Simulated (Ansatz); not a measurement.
Take MgO in the rock salt structure (space group Fm-3m, No. 225) as the base.

```
MgO
1.0
    0.00000     2.10705     2.10705
    2.10705     0.00000     2.10705
    2.10705     2.10705     0.00000
Mg O
1 1
Direct
  0.00000   0.00000   0.00000
  0.50000   0.50000   0.50000
```

Cartesian axes are those of the cell as printed.

Level of theory: DFT with PBEsol, PAW potentials and a 420 eV plane-wave cutoff in Ansatz (a program for electronic structure), scalar-relativistic without spin-orbit coupling.

Strains are applied to the cell and any free atomic positions relax.

One change was made to it. Results:

| quantity | base | after |
|---|---|---|
| valence-band top at Γ (three highest levels, from the VBM) | 0.00, 0.00, 0.00 eV | 0.00, 0.00, -0.01 eV |
| band gap | 4.62 eV | 4.66 eV |
| pressure (mean of the normal stresses, compression positive) | 0.01 GPa | 0.81 GPa |
| gap character | direct at Γ | direct at Γ |

Q: Name the change that was made.
A. uniaxial strain ε_zz = −1.50 %
B. uniaxial strain ε_zz = +2.00 %
C. uniaxial strain ε_zz = −0.50 %
D. uniaxial strain ε_zz = −2.50 %
E. uniaxial strain ε_zz = +0.50 %

A: C, uniaxial strain ε_zz = −0.50 %. For comparison, the band gap in the other runs: uniaxial strain ε_zz = +2.00 % gives 4.40 eV; uniaxial strain ε_zz = −1.50 % gives 4.75 eV; uniaxial strain ε_zz = −2.50 % gives 4.84 eV; uniaxial strain ε_zz = +0.50 % gives 4.56 eV.

Whether these cells are dynamically stable was not tested. Labels are those of the standard path for the cell's own space group.
